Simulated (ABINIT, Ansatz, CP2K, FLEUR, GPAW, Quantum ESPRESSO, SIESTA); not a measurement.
**N2 (P6_3/mmc, 4 atoms in the cell) computed with different codes at matched settings**

Self-consistent single point, at a second geometry (lattice scaled by 0.98). First geometry:

```
CELL_PARAMETERS angstrom
      4.16723     0.00000     0.00000
     -2.08361     3.60893     0.00000
      0.00000     0.00000     7.00600
ATOMIC_POSITIONS crystal
  N  0.33333 0.66667 0.32893
  N  0.66667 0.33333 0.67107
  N  0.66667 0.33333 0.82893
  N  0.33333 0.66667 0.17107
```

Shared settings, as Ansatz (an electronic-structure program) writes them: kpoints.mp_grid.grid = 5 5 3; scf.occupations.method = fixed. Potentials and cutoffs stand in the table.

```csv
code,model,ΔF from the first geometry (meV/atom),pressure (GPa),largest force (eV/Å),gap on the mesh (eV),cutoff
Ansatz,"LDA (PW92), PAW files made with PBE",-5.8,1.09,1.519,7.064,420 eV
FLEUR,"LDA (Vosko-Wilk-Nusair), all-electron FLAPW (FLEUR), scalar-relativistic valence",13.4,–,1.213,7.206,Kmax 4.7 1/bohr
GPAW,"LDA (Perdew-Wang 92), GPAW PAW datasets LDA (gpaw-data 1.0.1)",-3.1,–,1.770,7.066,900 eV
ABINIT,"LDA (PW92), norm-conserving pseudopotentials (PseudoDojo nc-sr-04 LDA standard)",0.9,2.05,2.118,7.045,1143 eV
Quantum ESPRESSO,"LDA (PZ), GBRV 1.5 ultrasoft (LDA) pseudopotentials",7.5,2.78,2.826,7.027,40 Ry
CP2K,"LDA (Pade form), GPW, DZVP-MOLOPT-SR-GTH basis, GTH-PADE potentials (GTH_POTENTIALS)",29.1,5.28,4.940,7.157,grid 400 Ry
SIESTA,"LDA PW92, numerical atomic orbitals DZP, PseudoDojo LDA standard norm-conserving potentials (rewritten from UPF to PSML)",26.5,4.98,6.180,7.280,grid 400 Ry
```

A dash marks a value that a program does not give, or that is left out as unsure.

Gaps are read on the mesh.

The spread over the programs that give each value: ΔF from the first geometry within 34.9 meV/atom; pressure within 4.19 GPa; largest force within 4.967 eV/Å; gap on the mesh within 0.253 eV.

CP2K and SIESTA use small atom-centred bases, whose incompleteness enters pressures, forces and empty levels differently from a plane-wave cutoff. FLEUR treats all electrons, but the usual bases taken here (sphere radii, linearisation, local orbitals, empty states) were not tested for convergence, so the values are no reference for the others. Ansatz's pressure is given at a fixed set of plane waves, as the other plane-wave codes print theirs; with its correction for the finite basis it is 1.36 GPa (the shift of 0.27 GPa shows how far the cutoff is from converged). The pressure of GPAW is left out: its cutoff lies under the one at which its stress was checked. The same LDA comes in different parametrisations, which differ slightly. In the pressure, CP2K (by 3.23) and SIESTA (by 2.93) lie more than 1 GPa from the median of the plane-wave programs. In the gap, FLEUR (by 0.151) and SIESTA (by 0.226) lie more than 0.12 eV from the median of the plane-wave programs.

The starting cell comes from a database of computed structures (which also holds hypothetical and non-ambient phases and stackings), without a prior relaxation at this level. For this run, on top of that: lattice scaled by 0.98.

Keys are those of Ansatz 0.2.
